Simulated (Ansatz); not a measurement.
We consider ScAlN2 (model structure, P3m1, No. 156, 4 atoms in the cell), described by PBEsol (plane waves, PAW; Ansatz, an electronic-structure program).

Settings: plane-wave cutoff 520 eV, 12×12×8 k mesh (along the axes of the cell as run), Fermi–Dirac smearing 0.01 eV, scalar-relativistic PAW data made under PBE.

Cell (relaxed at this level):

AlScN₂ is modelled in the trigonal space group P3m1 (No. 156), Pearson symbol hP4. Conventional cell: a = b = 3.328 Å, c = 5.100 Å, α = β = 90.00°, γ = 120.00°. Sc on 1b has 3 N at 2.013 Å and 1 N at 2.145 Å and 1 N at 2.955 Å. N1 on 1b is coordinated by 3 Al at 1.978 Å and 1 Sc at 2.145 Å and 1 Sc at 2.955 Å. Al on 1c is coordinated by 1 N at 1.882 Å and 3 N at 1.978 Å (tetrahedral). N2 on 1c is surrounded by 1 Al at 1.882 Å and 3 Sc at 2.013 Å (tetrahedral). (Neighbours: up to the widest gap in distance over summed covalent radii, below 1.35, at either atom; cation-cation and far metal-metal contacts left out.)

### Question
Estimate the band gap and direct gap at Γ that the calculation returns.

### Answer

* **band gap**: 3.26 eV (direct)
* **direct gap at Γ**: 3.45 eV

Note: the relaxation could raise the start's symmetry but not lower it, so the cell can be a saddle point.

Computed values are for the static lattice.

A model structure was made by putting elements into a prototype or built by hand; it is no filed structure, need not be a known phase, and can be a saddle point held by its symmetry.
